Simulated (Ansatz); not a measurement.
Data:

```yaml
crystal:
  lattice:
    - [4.17324, 0.00000, 0.00000]
    - [2.08662, 3.61413, 0.00000]
    - [0.00000, 0.00000, 9.36532]
  atoms:
    - { symbol: Hg, position: [0.71407, 0.28593, 0.66667] }
    - { symbol: Hg, position: [0.00000, 0.71407, 0.33333] }
    - { symbol: Hg, position: [0.28593, 0.00000, 0.00000] }
    - { symbol: S, position: [0.49616, 0.50384, 0.16667] }
    - { symbol: S, position: [0.00000, 0.49616, 0.83333] }
    - { symbol: S, position: [0.50384, 0.00000, 0.50000] }
```

No spin polarisation.

All numbers come from PBEsol in Ansatz (plane waves to 420 eV, PAW, spin-orbit coupling left out), earlier PAW set. Settings: 9×9×4 k-points, 0.05 eV Fermi–Dirac smearing.

### Question
Predict the band gap, pressure, electron mass and space group.

### Answer
The band gap is 1.29 eV and the pressure (mean of the normal stresses, compression positive) is -0.18 GPa. The electron mass comes out as 0.41 mₑ out of plane, 1.4 mₑ in plane (at Γ) and the space group is P3_221 (No. 154).

With Hg present, leaving out spin-orbit coupling can change the band edges. The cells carry an imposed strain or load. Masses are band curvatures over ±0.01 Å⁻¹ around the edge. Whether these cells are dynamically stable was not tested. The cell was made from HgS (space group P3_221, No. 154; made of chains) by this change: biaxial strain +0.80 %, plane normal [001], relaxed out of plane. No dispersion term is included in the PBEsol runs.

Ansatz is an electronic-structure program.
